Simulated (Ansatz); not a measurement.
Take SiC in the zinc blende structure (space group F-43m, No. 216) as the base.

```
SiC
1.0
    0.00000     2.16449     2.16449
    2.16449     0.00000     2.16449
    2.16449     2.16449     0.00000
Si C
1 1
Direct
  0.00000   0.00000   0.00000
  0.25000   0.25000   0.25000
```

Cartesian axes are those of the cell as printed.

All numbers come from LDA, PAW, 420 eV (Ansatz, an electronic-structure program; no spin-orbit coupling).

For the base:

The band gap comes out as 1.30 eV.

Now apply this change: uniaxial strain ε_zz = −1.50 %, all other strain components held at zero; the atoms relax in the strained cell.

How does this affect the stress?

The stress (xx, yy, zz, yz, xz, xy; compression positive) amounts to (2.28, 2.28, 6.10, 0.00, 0.00, 0.00) GPa.

What happens to the energy relative to the base?

The energy goes up by 2.9 meV/atom.

What happens to the band gap?

The band gap drops by 0.175 eV to 1.13 eV.

Stability against distortions was not tested.
